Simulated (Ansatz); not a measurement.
Bond-angle distributions (per cent of the angles at each element, bins of 10°) of a relaxed model of amorphous Ga24O37Na2 at 4.87 g/cm³. Method: PBE, scalar-relativistic without spin-orbit coupling (plane waves to 420 eV, PAW; Ansatz, a quantum-chemistry and plane-wave program).

Preparation: random packing, a CHGNet melt and quench, and a DFT relaxation. O atoms were pushed apart under 1.9 Å during the dynamics, to hinder bonds among them. The hot cell started wider than the set density and was brought back towards it in steps. It is the lowest in DFT energy of 2 quenches. It is a model cell: composition and starting density were chosen by hand, and all elements were melted together. No dispersion term was used. Its density started from a set value of 4.87 and ended at 4.87 g/cm³. Cooling (nominally 330 K/ps over its main leg) ran many orders faster than in experiment, which tends to leave more defects and strain. One small periodic cell is one sample of the glass; other quenches scatter about these values. The volume was held where the preparation left it and the shape relaxed, at a PBE pressure of 1.4 GPa. Stress components on the final sampling reach 1.5 GPa.

Cut-offs for bonds: Ga-Ga 2.68 Å, Ga-O 2.36 Å, Ga-Na 3.17 Å, O-O 1.58 Å, O-Na 2.78 Å, Na-Na 3.65 Å. Two cations that share two anions don't count as bonded, nor two that share one unless they lie closer than Ga-Ga 2.61 Å, Ga-Na 3.08 Å, Na-Na 3.55 Å.

```json
[
 {"angle (°)": "50-60", "at Ga": "0", "at O": "0"},
 {"angle (°)": "60-70", "at Ga": "0", "at O": "0"},
 {"angle (°)": "70-80", "at Ga": "4", "at O": "1"},
 {"angle (°)": "80-90", "at Ga": "13", "at O": "2"},
 {"angle (°)": "90-100", "at Ga": "18", "at O": "13"},
 {"angle (°)": "100-110", "at Ga": "27", "at O": "18"},
 {"angle (°)": "110-120", "at Ga": "18", "at O": "36"},
 {"angle (°)": "120-130", "at Ga": "7", "at O": "19"},
 {"angle (°)": "130-140", "at Ga": "4", "at O": "7"},
 {"angle (°)": "140-150", "at Ga": "3", "at O": "2"},
 {"angle (°)": "150-160", "at Ga": "2", "at O": "0"},
 {"angle (°)": "160-170", "at Ga": "2", "at O": "1"},
 {"angle (°)": "170-180", "at Ga": "1", "at O": "0"}
]
```

They go with these counts of neighbours within the cut-offs, cation contacts included: Ga mean 4.4, most often 4; O mean 3.1, most often 3.
